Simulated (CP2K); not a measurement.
Worked example: self-consistent single point of Sb (R-3m, 2 atoms in the cell) in CP2K.

Method: PBEsol, GPW, TZVP-MOLOPT-SR-GTH basis, GTH-PBE potentials (GTH_POTENTIALS) (CP2K 2026.2).

```
CELL_PARAMETERS angstrom
      4.52859     0.00000     0.00000
      2.45705     3.80408     0.00000
      2.45705     1.33800     3.56101
ATOMIC_POSITIONS crystal
  Sb 0.23791 0.23791 0.23791
  Sb 0.76650 0.76650 0.76650
```

Reference input (self-consistent single point, DFT PBEsol, GPW, TZVP-MOLOPT-SR-GTH basis, GTH-PBE potentials (GTH_POTENTIALS)): CUTOFF = 400 Ry; REL_CUTOFF = 60 Ry; SMEAR/METHOD = FERMI_DIRAC; ELECTRONIC_TEMPERATURE = 1160.45 K; KPOINTS/SCHEME = MONKHORST-PACK 4 4 4; GAMMA_CENTERED = T; XC_FUNCTIONAL = PBE:PBESOL; Sb/BASIS_SET = TZVP-MOLOPT-SR-GTH; Sb/POTENTIAL = GTH-PBE-q5; METHOD = GPW; EPS_DEFAULT = 1e-10; NGRIDS = 4. This run's input differs from it in these lines:

```diff
@@ -24,3 +24,3 @@
       MAX_SCF 100
-      ADDED_MOS 4
+      ADDED_MOS 1
       &DIAGONALIZATION
```

The program printed (abridged):

```
 SCF WAVEFUNCTION OPTIMIZATION

  Step     Update method      Time    Convergence         Total energy    Change
     1 NoMix/Diag. 0.20E+00      -     0.28997975       -11.1223163147 -1.11E+01
     2 Broy./Diag. 0.20E+00      -     0.00295418       -11.1601490185 -3.78E-02
     3 Broy./Diag. 0.20E+00      -     0.02216076       -11.0726333017  8.75E-02
     4 Broy./Diag. 0.20E+00      -     0.00020906       -11.0624539962  1.02E-02
     5 Broy./Diag. 0.20E+00      -     0.00152415       -11.0467610380  1.57E-02
     6 Broy./Diag. 0.20E+00      -     0.00001807       -11.0455025029  1.26E-03
   [... 90 lines left out ...]
    97 Broy./Diag. 0.20E+00      -     0.00098444       -11.0452242744  5.49E-09
    98 Broy./Diag. 0.20E+00      -     0.00098448       -11.0452242785 -4.19E-09
    99 Broy./Diag. 0.20E+00      -     0.00000219       -11.0452242732  5.33E-09
   100 Broy./Diag. 0.20E+00      -     0.00098176       -11.0452242770 -3.79E-09
  Leaving inner SCF loop after reaching   100 steps.

  Overlap energy of the core charge distribution:               0.00000000032144
  Self energy of the core charge distribution:                -23.90633828592188
  Core Hamiltonian energy:                                      4.88809079111001
  Hartree energy:                                              10.73904278615767
   [... lines left out ...]
  Fermi energy:                                                 0.18509141710319
  Total energy:                                               -11.04522427700437
   [... lines left out ...]
 *  /   \                                                                      *
 * [ABORT]                                                                     *
 *  \___/     SCF run NOT converged. To continue the calculation regardless,   *
 *    |             please set the keyword IGNORE_CONVERGENCE_FAILURE.         *
 *  O/|                                                                        *
 * /| |                                                                        *
 * / \                                                            qs_scf.F:702 *
 *******************************************************************************

 ===== Routine Calling Stack =====

            4 scf_env_do_scf
            3 qs_energies
            2 qs_forces
            1 CP2K
Abort(1) on node 0 (rank 0 in comm 0): application called MPI_Abort(MPI_COMM_WORLD, 1) - process 0
```

The run ended unconverged after 100 iterations. 

The starting cell has typed, rounded lattice constants, without a prior relaxation at this level. Its lattice was rescaled by up to half a per cent. One atom was moved a little off its site on purpose. Values carry the incompleteness of an atom-centred basis. The potentials were made for another functional than the one used.

Cost on one core of a shared machine: roughly 2 min.
